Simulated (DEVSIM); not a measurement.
Structure: Schottky contact on n-type Si, at 400 K.

```csv
layer (left to right),material,thickness (μm),Nd (cm⁻³),τn (s),τp (s)
1,Si,2.40,3.7e16,3.2e-6,3.2e-6
2,Si,1.40,1e18,3.2e-6,3.2e-6
```

Left contact: Schottky, work function 4.88 eV, emission velocity 2e6 cm/s. Right contact: ohmic. Voltage is applied to the left contact. Recombination: SRH at mid-gap, Auger. Mobility is constant in doping. Where it depends on doping, it is μmin + (μ − μmin)/(1 + (N/Nref)^α).

Constants are typed, rounded textbook-type inputs, not results; the design itself was drawn at random and stands for no fabricated device. Values at 300 K; Nc and Nv go as T^1.5, mobilities as T to minus their exponent, the gap by Varshni's rule with the affinity fixed. The table also holds parameters that only a changed run uses.

| parameter | Si |
|---|---|
| gap (eV) | 1.124 |
| affinity (eV) | 4.05 |
| permittivity | 11.7 |
| Nc (cm⁻³) | 2.86e19 |
| Nv (cm⁻³) | 3.1e19 |
| μn (cm²/Vs) | 1417 |
| μp (cm²/Vs) | 470 |
| μn,min | 52 |
| μp,min | 45 |
| Nref,n | 9.7e16 |
| Nref,p | 2.2e17 |
| αn | 0.68 |
| αp | 0.72 |
| T exponent of μn | 2.3 |
| T exponent of μp | 2.2 |
| Cn (cm⁶/s) | 2.8e-31 |
| Cp (cm⁶/s) | 9.9e-32 |
| Varshni α (eV/K) | 0.000473 |
| Varshni β (K) | 636 |

Model (solved in DEVSIM): 1D drift-diffusion, Boltzmann statistics, complete ionisation; no tunnelling, impact ionisation, image-force lowering or self-heating. Metal contacts follow the ideal Schottky-Mott rule: no Fermi-level pinning, no interface dipoles.

Base results: dark forward voltage at 1 A/cm² (V) 0.264; potential step across the device at zero bias (V) 0.700; dark forward voltage at 100 A/cm² (V) 0.430.

### Question
What follows from this one change: doping Nd of layer 1 3.7e+16 → 1.1e+16 cm^-3?

### Answer
dark forward voltage at 1 A/cm² little changed (0.266 V); potential step across the device at zero bias little changed (0.700 V); dark forward voltage at 100 A/cm² 0.430 → 0.444 V.

### Question
What follows from this one change: metal work function 4.88 → 4.93 eV?

### Answer
dark forward voltage at 1 A/cm² 0.264 → 0.314 V; potential step across the device at zero bias 0.700 → 0.750 V; dark forward voltage at 100 A/cm² 0.430 → 0.480 V.

### Question
What follows from this one change: thickness of layer 1 2.4 → 4.1 μm?

### Answer
dark forward voltage at 1 A/cm² little changed (0.264 V); potential step across the device at zero bias little changed (0.700 V); dark forward voltage at 100 A/cm² 0.430 → 0.435 V.

### Question
What follows from this one change: metal work function 4.88 → 5.08 eV?

### Answer
dark forward voltage at 1 A/cm² 0.264 → 0.457 V; potential step across the device at zero bias 0.700 → 0.900 V; dark forward voltage at 100 A/cm² 0.430 → 0.618 V.
